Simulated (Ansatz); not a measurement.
**Several settings converged on Sr2CuBr2O2 (I4mm, 7 atoms in the cell)**

```
Sr2Cu(BrO)2
1.0
   -2.00299     2.00299     9.49448
    2.00299    -2.00299     9.49448
    2.00299     2.00299    -9.49448
Sr Cu Br O
2 1 2 2
Direct
  0.59254   0.59254   0.00000
  0.41009   0.41009   0.00000
  0.00000   0.00000   0.00000
  0.83211   0.83211   0.00000
  0.16789   0.16789   0.00000
  0.00000   0.50000   0.50000
  0.50000   0.00000   0.50000
```

Base method: PBEsol, default PAW files made with PBE (plane waves; Ansatz, a first-principles code).

Base settings: basis.ecutwfc = 420 eV; kpoints.mp_grid.grid = 6 6 6; hamiltonian.xc = pbesol; hamiltonian.pseudopotentials = {kind: paw} (the program's default PAW files); scf.occupations.method = gaussian; scf.occupations.width = 0.1 eV.

The count of work is k-points × plane waves × bands × iterations; it is no time. Core times come from one kind of shared machine, to one figure; runs under 30 s give none.

**The k-point mesh**

The second cell is the first with its lattice scaled by 0.98.

Only quantities that move along the ladder and can be compared are tabulated.

| kpoints.mp_grid.grid | free energy less the last step's (meV/atom) | energy of the compressed cell less the first (meV/atom) | pressure (GPa) | largest difference of a force vector from the last step's (eV/Å) | count of work / last | core time / last (rough) |
|---|---|---|---|---|---|---|
| 2 2 2 | 47.14 | -15.51 | -3.61 | 0.143 | 0.034 | – |
| 3 3 3 | -12.70 | -18.85 | -4.01 | 0.016 | 0.046 | – |
| 4 4 4 | -3.12 | -18.42 | -3.96 | 0.021 | 0.090 | – |
| 6 6 6 | 3.71 | -18.57 | -3.98 | 0.014 | 0.21 | – |
| 7 7 7 | 3.35 | -18.73 | -3.99 | 0.022 | 0.28 | – |
| 9 9 9 | 0.88 | -18.56 | -3.98 | 0.005 | 0.52 | 0.6 |
| 11 11 11 | -0.33 | -18.63 | -3.99 | 0.004 | 0.87 | 0.9 |
| 12 12 12 | 0.00 | -18.66 | -3.99 | 0.000 | 1.0 | 1 |

Coarsest kpoints.mp_grid.grid that holds the pressure within 0.1 GPa of the last step, with all finer ones: 3 3 3, at 0.046 of the last step's count of work; the step before is off by 0.38 GPa.

Coarsest kpoints.mp_grid.grid that holds the free energy within 2 meV/atom of the last step, with all finer ones: 9 9 9; the step before is off by 3.4 meV/atom.

The energy difference between the two cells stays within 1 meV/atom of the last step's from 3 3 3 on, the total only from 9 9 9 on: much of the error is common to both cells and cancels.

Two neighbours can agree and both be off: 6 6 6 and 7 7 7 differ by 0.36 meV/atom in the free energy, yet lie about 3.4 meV/atom from the last step.

**The k-point mesh at a smearing width of 0.02 eV**

In this ladder: scf.occupations.width = 0.02 eV.

Only quantities that move along the ladder and can be compared are tabulated.

| kpoints.mp_grid.grid | free energy less the last step's (meV/atom) | largest difference of a force vector from the last step's (eV/Å) | count of work / last | core time / last (rough) |
|---|---|---|---|---|
| 4 4 4 | -2.82 | 0.030 | 0.062 | – |
| 6 6 6 | 4.10 | 0.006 | 0.14 | – |
| 9 9 9 | 0.65 | 0.002 | 0.36 | 0.3 |
| 13 13 13 | -0.43 | 0.005 | 0.77 | 0.7 |
| 15 15 15 | 0.00 | 0.000 | 1.0 | 1 |

Coarsest kpoints.mp_grid.grid that holds the forces within 0.02 eV/Å of the last step, with all finer ones: 6 6 6, at 0.14 of the last step's count of work; the step before is off by 0.030 eV/Å.

Coarsest kpoints.mp_grid.grid that holds the free energy within 1 meV/atom of the last step, with all finer ones: 9 9 9, at 0.36 of the last step's count of work and about 0.3 of the last step's time; the step before is off by 4.1 meV/atom.

**The k-point mesh at a smearing width of 0.3 eV**

In this ladder: scf.occupations.width = 0.3 eV.

Only quantities that move along the ladder and can be compared are tabulated.

| kpoints.mp_grid.grid | free energy less the last step's (meV/atom) | largest difference of a force vector from the last step's (eV/Å) | count of work / last | core time / last (rough) |
|---|---|---|---|---|
| 4 4 4 | -4.18 | 0.029 | 0.045 | – |
| 6 6 6 | 1.77 | 0.004 | 0.10 | – |
| 9 9 9 | -0.08 | 0.001 | 0.26 | 0.3 |
| 13 13 13 | 0.02 | 0.000 | 0.68 | 0.7 |
| 15 15 15 | 0.00 | 0.000 | 1.0 | 1 |

Coarsest kpoints.mp_grid.grid that holds the free energy within 2 meV/atom of the last step, with all finer ones: 6 6 6, at 0.10 of the last step's count of work; the step before is off by 4.2 meV/atom.

Coarsest kpoints.mp_grid.grid that holds the forces within 0.005 eV/Å of the last step, with all finer ones: 6 6 6, at 0.10 of the last step's count of work; the step before is off by 0.029 eV/Å.

On the base run: the starting cell comes from a database of computed structures (which also holds hypothetical and non-ambient phases and stackings), without a prior relaxation at this level. Its lattice was rescaled by up to half a per cent. One atom was moved a little off its site on purpose. Spin polarisation is off; with an odd number of electrons in the cell that forces a metal, and a magnetic state may lie lower. In the base run, with a pressure of about -4 GPa the cell is away from its equilibrium volume at this level. Ansatz's pressure includes its estimate of the finite-basis (Pulay) stress.

Keys are those of Ansatz 0.2.
